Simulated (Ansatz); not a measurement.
The starting structures come from a database of crystals and need not be the phases stable at ambient conditions.

Inside the gap of an insulator the Bloch states are evanescent, with a wavenumber k + iκ along the transport direction.

Given:

```xyz
10
Lattice="6.4766 0.0000 0.0000 3.1511 6.3104 0.0000 3.2170 -1.6064 5.3610" Properties=species:S:1:pos:R:3 pbc="T T T"
Ga     6.6041     1.0131     4.6290
Ga     7.7528     4.3815     3.9178
Ga     3.5181     1.4528     2.9636
Ga     4.4703     4.9192     1.9249
S      7.8085     2.2193     3.0637
S      9.9539     5.0900     4.0134
S      4.5559     2.6957     1.2838
S      6.6914     5.5713     2.2170
S      0.3396    -0.0521     0.4771
S      4.5556     1.7846     4.8774
```

Space group of this cell: Cc. The cell is taken as given.

Transport runs along the normal of the first two printed cell vectors.

The gap is the functional's own, uncorrected, and κ follows it; spin-orbit coupling is left out. Mid-gap values are interpolated between the computed energies.

Task: Compute, with r2SCAN in Ansatz (a quantum-chemistry and plane-wave program), the band gap and the smallest decay constant κ at mid-gap.

Result: Gap 2.33 eV on a 6×6×6 mesh; κ = 0.215 1/Å, at the zone centre.
